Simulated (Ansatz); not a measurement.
## CdSe, response to strain

Start from CdSe in the zinc blende structure (space group F-43m, No. 216; a = 6.0075 Å). Axes: x, y, z lie along the cube axes.

Strains are applied to the cell and any free atomic positions relax.

Method: plane-wave PAW DFT at the LDA level (Ansatz, a program for electronic structure, 420 eV), without spin-orbit coupling.

Notes on the quantities. energy relative to the base: free energy F.

| variant | electron mass | shortest interatomic distance | energy relative to the base |
|---|---|---|---|
| base | 0.041 mₑ (at Γ) | 2.601 Å | 0 meV/atom |
| uniaxial strain ε_zz = −3.00 % | 0.040 mₑ along z, 0.048 mₑ across (at Γ) | 2.576 Å | +5.5 meV/atom |
| uniaxial strain ε_zz = −2.00 % | 0.040 mₑ along z, 0.045 mₑ across (at Γ) | 2.584 Å | +2.4 meV/atom |
| uniaxial strain ε_zz = −1.50 % | 0.041 mₑ along z, 0.044 mₑ across (at Γ) | 2.588 Å | +1.4 meV/atom |
| uniaxial strain ε_zz = −1.00 % | 0.041 mₑ along z, 0.043 mₑ across (at Γ) | 2.593 Å | +0.6 meV/atom |
| uniaxial strain ε_zz = −0.50 % | 0.041 mₑ (at Γ) | 2.597 Å | +0.2 meV/atom |
| uniaxial strain ε_zz = +0.50 % | 0.040 mₑ (at Γ) | 2.606 Å | +0.1 meV/atom |
| uniaxial strain ε_zz = +1.00 % | 0.041 mₑ along z, 0.038 mₑ across (at Γ) | 2.610 Å | +0.6 meV/atom |
| uniaxial strain ε_zz = +1.50 % | 0.041 mₑ along z, 0.037 mₑ across (at Γ) | 2.614 Å | +1.3 meV/atom |
| uniaxial strain ε_zz = +2.50 % | 0.041 mₑ along z, 0.034 mₑ across (at Γ) | 2.623 Å | +3.6 meV/atom |

The levels and masses belong to the bands next to the band gap. Effective masses come from finite differences of ±0.01 Å⁻¹. Whether these cells are dynamically stable was not tested.
